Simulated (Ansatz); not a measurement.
Sr2Si (space group P6_3/mmc, No. 194; a cell from a computed database, its experimental status unchecked)

```
CELL_PARAMETERS angstrom
      5.34588     0.00000     0.00000
     -2.67294     4.62966     0.00000
      0.00000     0.00000     7.36274
ATOMIC_POSITIONS crystal
  Sr 0.66667 0.33333 0.25000
  Sr 0.33333 0.66667 0.75000
  Sr 0.00000 0.00000 0.00000
  Sr 0.00000 0.00000 0.50000
  Si 0.33333 0.66667 0.25000
  Si 0.66667 0.33333 0.75000
```

Computed with PBEsol (Ansatz, a quantum-chemistry and plane-wave program), without spin-orbit coupling. k-mesh 10×10×7 (Γ-centred); smearing 0.05 eV (Fermi–Dirac).

```json
{
  "volume_per_atom": "30.37 Å³",
  "density": "3.71 g/cm³",
  "band_gap": "zero",
  "total_energy": "-2535.639 eV/atom (σ→0; compares only within this code and set-up)"
}
```

Stability against distortions was not tested. The final runs are not spin-polarised.
